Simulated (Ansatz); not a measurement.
The parent structure is Hf in the hcp (Mg type) structure (space group P6_3/mmc, No. 194; a = 3.204 Å, c = 5.073 Å; relaxed with 0.1 eV smearing). Axes: x lies along a and z along c of the hexagonal cell.

(Cell as relaxed with PBE.)

Levels (all Ansatz, a program for electronic structure, PAW): PBE (420 eV, scalar-relativistic without spin-orbit coupling); r2SCAN (500 eV, no spin-orbit coupling).

Each level relaxes its own structure.

```
base                      PBE    r2SCAN
-------------------  --------  --------
volume per atom      22.55 Å³  22.36 Å³
lattice parameter a   3.204 Å   3.198 Å
band gap                 zero      zero
```

Now apply this change: biaxial strain +3.35 %, plane normal [001], relaxed out of plane (Cartesian); in-plane vectors clamped, the third vector and the atoms free.

| quantity | PBE | r2SCAN |
|---|---|---|
| pressure (mean of the normal stresses, compression positive) | -4.0 GPa | -4.4 GPa |
| volume per atom | 23.55 Å³ | 23.39 Å³ |

PBE's pressure lies 0.4 GPa above r2SCAN's; PBE's volume per atom lies 0.16 Å³ above r2SCAN's (0.7 %). Neither level is exact; r2SCAN is the comparison here, not a measurement.

Whether these cells are dynamically stable was not tested. All final runs are without spin polarisation.
